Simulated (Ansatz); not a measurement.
**CaF2: pressure series**

The reference is CaF₂ in the fluorite structure (space group Fm-3m, No. 225).

```
CaF2
1.0
    0.00000     2.75548     2.75548
    2.75548     0.00000     2.75548
    2.75548     2.75548     0.00000
Ca F
1 2
Cartesian
  0.00000   0.00000   0.00000
  1.37774   1.37774   1.37774
  4.13322   4.13322   4.13322
```

Cell and atoms are relaxed at each pressure.

All numbers come from PBE (Ansatz, an electronic-structure program), no spin-orbit coupling.

```
case              smallest direct gap  lattice parameter a  band gap
----------------  -------------------  -------------------  --------
base                          7.39 eV              5.511 Å   7.14 eV
pressure −2 GPa               7.23 eV              5.561 Å   6.98 eV
pressure −1 GPa               7.31 eV              5.535 Å   7.07 eV
pressure 0.3 GPa              7.42 eV              5.504 Å   7.16 eV
pressure 0.7 GPa              7.45 eV              5.495 Å   7.19 eV
pressure 1.5 GPa              7.50 eV              5.477 Å   7.25 eV
pressure 3 GPa                7.61 eV              5.446 Å   7.35 eV
pressure 5 GPa                7.74 eV              5.408 Å   7.48 eV
pressure 7.5 GPa              7.89 eV              5.365 Å   7.63 eV
pressure 10 GPa               8.03 eV              5.326 Å   7.77 eV
```

Load acts through the strain it causes; cell and atoms are relaxed under it. Whether these cells are dynamically stable was not tested. No other phases were tried under pressure.
